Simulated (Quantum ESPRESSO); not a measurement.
**Variants of one calculation on NbSi₂ (P6_222, 9 atoms in the cell)**

```yaml
crystal:
  lattice:
    - [4.70768, 0.00000, 0.00000]
    - [-2.35384, 4.07697, 0.00000]
    - [0.00000, 0.00000, 6.45134]
  atoms:
    - { symbol: Nb, position: [0.00000, 0.50000, 0.16667] }
    - { symbol: Nb, position: [0.50000, 0.00000, 0.50000] }
    - { symbol: Nb, position: [0.50000, 0.50000, 0.83333] }
    - { symbol: Si, position: [0.84184, 0.68369, 0.50000] }
    - { symbol: Si, position: [0.15815, 0.84184, 0.83333] }
    - { symbol: Si, position: [0.31631, 0.15815, 0.16667] }
    - { symbol: Si, position: [0.15815, 0.31631, 0.50000] }
    - { symbol: Si, position: [0.84184, 0.15815, 0.83333] }
    - { symbol: Si, position: [0.68369, 0.84184, 0.16667] }
```

Base run A: PBE, GBRV 1.5 ultrasoft (PBE) pseudopotentials (Quantum ESPRESSO), self-consistent single point.

Its settings: ecutwfc = 40 Ry; ecutrho = 320 Ry; occupations = smearing; smearing = cold; degauss = 0.0073499 Ry; potentials = {Nb: nb_pbe_v1.uspp.F.UPF, Si: si_pbe_v1.uspp.F.UPF}; K_POINTS = automatic 6 6 3 0 0 0; conv_thr = 1e-10 Ry; mixing_beta = 0.5.

The starting cell comes from a database of computed structures (which also holds hypothetical and non-ambient phases and stackings), without a prior relaxation at this level. Its lattice was rescaled by a random factor within 2.5 % of one. Spin polarisation is off. In the base run, with a pressure of about 14 GPa the cell is away from its equilibrium volume at this level.

ΔF is the free energy per atom less that of run A. A dash stands where there is no value to compare (another energy zero or no entropy term, no result, no spin, no clean gap, or a mesh too coarse for one). Absolute energies have different zeros for different potentials, functionals, Hubbard and dispersion terms and are not compared across them.

Runs:
- B: ecutwfc: 40 Ry → 70 Ry; ecutrho: 320 Ry → 560 Ry
- C: vdw_corr: default → grimme-d3; dftd3_version: default → 4; dftd3_threebody: default → false [PBE-D3(BJ)]
- D: conv_thr: 1e-10 Ry → 7.3e-10 Ry
- E: smearing: cold → mp; degauss: 0.0073499 Ry → 0.0147 Ry
- F: degauss: 0.0073499 Ry → 0.000146997 Ry
- G: input_dft: default → rvv10 [rVV10]
- H: nosym: default → true
- I: conv_thr: 1e-10 Ry → 1e-11 Ry
- J: input_dft: default → vdw-df-ob86 [optB86b-vdW]
- K: diagonalization: default → rmm-paro

```tsv
run	ΔF (meV/atom)	pressure (GPa)	largest force (eV/Å)	k-points
A	0.00	13.94	0.132	14
B	-4.3	13.95	0.132	14
C	–	6.67	0.134	14
D	0.00	13.94	0.132	14
E	-0.83	13.95	0.139	14
F	1.10	13.96	0.109	14
G	–	16.82	0.098	14
H	0.00	13.94	0.132	56
I	0.00	13.94	0.132	14
J	–	13.22	0.161	14
K	0.00	13.94	0.132	14
```

Run C against A: The pressure goes from 13.94 to 6.67 GPa and the largest force hardly changes (0.132 to 0.134 eV/Å).

Run G against A: The pressure goes from 13.94 to 16.82 GPa and the largest force goes from 0.132 to 0.098 eV/Å.
